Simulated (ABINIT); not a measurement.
Input and output of a self-consistent single point for MgS (Fm-3m, 2 atoms in the cell) (ABINIT).

Method of the run: PBE, norm-conserving pseudopotentials (PseudoDojo nc-sr-05 PBE standard) (plane waves; ABINIT).

The change in words: lattice scaled by 0.98. Reference geometry:
```
MgS
1.0
    0.00000     2.61924     2.61924
    2.61924     0.00000     2.61924
    2.61924     2.61924     0.00000
Mg S
1 1
Direct
  0.00000   0.00000   0.00000
  0.50000   0.50000   0.50000
```

Reference input (self-consistent single point, DFT, PBE, plane waves, norm-conserving pseudopotentials (PseudoDojo nc-sr-05 PBE standard)): pseudos = [Mg.upf, S.upf]; ecut = 42 Ha; occopt = 3; tsmear = 0.00073499 Ha; ngkpt = 7 7 7; nshiftk = 1; shiftk = 0 0 0; potentials = PseudoDojo nc-sr-05 PBE standard; nband = 13; kptopt = 1; nstep = 80; tolvrs = 1e-12. This run's input differs from it in these lines:

```diff
@@ -3,6 +3,6 @@
 pseudos "Mg.upf, S.upf"
-acell 6.9998702247 6.9998702247 6.9998702247
+acell 6.8598725529 6.8598725529 6.8598725529
 rprim
-         0.0000000000    0.7071067812    0.7071067812
-         0.7071067812   -0.0000000000    0.7071067812
+        -0.0000000000    0.7071067812    0.7071067812
+         0.7071067812    0.0000000000    0.7071067812
          0.7071067812    0.7071067812    0.0000000000
```

Log, with long lists cut:

```
--- !BeginCycle
solver: {iscf: 7, nstep: 80, nline: 4, wfoptalg: 0, }
tolerances: {tolvrs: 1.00E-12, }
...

     iter   Etot(hartree)      deltaE(h)  residm     vres2
 ETOT  1  -70.467079093879    -7.047E+01 1.302E-01 1.875E+02
 ETOT  2  -70.503596649623    -3.652E-02 1.556E-02 1.022E+01
 ETOT  3  -70.504415055684    -8.184E-04 1.213E-03 2.288E-01
 ETOT  4  -70.504422280605    -7.225E-06 1.013E-03 5.425E-03
 ETOT  5  -70.504422439927    -1.593E-07 1.094E-04 4.236E-05
 ETOT  6  -70.504422443069    -3.142E-09 9.941E-05 2.605E-06
 ETOT  7  -70.504422443382    -3.128E-10 2.046E-05 8.394E-08
 ETOT  8  -70.504422443390    -7.574E-12 2.065E-05 1.200E-09
 ETOT  9  -70.504422443391    -1.279E-12 6.333E-06 4.127E-12
 ETOT 10  -70.504422443392    -1.251E-12 4.322E-06 1.075E-14
 At SCF step   10       vres2   =  1.07E-14 < tolvrs=  1.00E-12 =>converged.

 Cartesian components of stress tensor (hartree/bohr^3)
  sigma(1 1)= -1.58634365E-04  sigma(3 2)=  0.00000000E+00
  sigma(2 2)= -1.58634365E-04  sigma(3 1)=  0.00000000E+00
  sigma(3 3)= -1.58634365E-04  sigma(2 1)=  0.00000000E+00

 ----iterations are completed or convergence reached----

 reduced coordinates (array xred) for    2 atoms
       0.000000000000      0.000000000000      0.000000000000
       0.500000000000      0.500000000000      0.500000000000
 cartesian forces (eV/Angstrom) at end:
    1     -0.00000000000000    -0.00000000000000    -0.00000000000000
    2     -0.00000000000000    -0.00000000000000    -0.00000000000000
 frms,max,avg= 0.0000000E+00 0.0000000E+00   0.000E+00  0.000E+00  0.000E+00 e/A
   [... lines left out ...]
 Fermi (or HOMO) energy (eV) =   6.09674   Average Vxc (eV)= -10.08608
   [... lines left out ...]
total_energy        : -7.05044224433923E+01
total_energy_eV     : -1.91852290293475E+03
band_energy         : -1.32360229316190E+01
...

-Cartesian components of stress tensor (GPa)         [Pressure=  4.6672E+00 GPa]
- sigma(1 1)= -4.66718336E+00  sigma(3 2)=  0.00000000E+00
- sigma(2 2)= -4.66718336E+00  sigma(3 1)=  0.00000000E+00
- sigma(3 3)= -4.66718336E+00  sigma(2 1)=  0.00000000E+00

 Calculation completed.
```

The run converged in 10 iterations. Against the reference run the free energy goes up by 13.7 meV/atom, the pressure goes from -0.32 to 4.67 GPa and the gap on the mesh goes from 2.953 to 3.087 eV.

The starting cell comes from a database of computed structures (which also holds hypothetical and non-ambient phases and stackings), without a prior relaxation at this level. Its lattice was rescaled by a random factor within 2.5 % of one. For this run, on top of that: lattice scaled by 0.98. With a pressure of about 5 GPa the cell is away from its equilibrium volume at this level.
